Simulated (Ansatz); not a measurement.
# Smallest direct gap on the k points sampled of SrZrO3 (model structure, R3c, No. 161, 10 atoms in the cell) at several levels of theory

No measured value is used here.

```tsv
level (code)	value (eV)	cell (Å³/atom)
LDA (Ansatz)	3.84	13.39
PBEsol (Ansatz)	3.81	13.74
HSE06 (Ansatz)	5.48	13.74
```

At these levels the smallest gap is indirect and lower: PBEsol 3.75, HSE06 5.36 eV. Computed values are for a static lattice. Spin–orbit coupling is included only where a level's name says +SOC; with heavier elements it mostly lowers gaps and can invert bands.  Values are at the level's own equilibrium cell; HSE06 at the PBEsol cell. Cutoffs and k meshes differ between the levels. Ansatz's density-functional and Hartree–Fock values are scalar-relativistic unless marked +SOC, with PAW data made under PBE.

A model structure was made by putting elements into a prototype or built by hand; it is no filed structure, need not be a known phase, and can be a saddle point held by its symmetry.

Ansatz is an electronic-structure program.
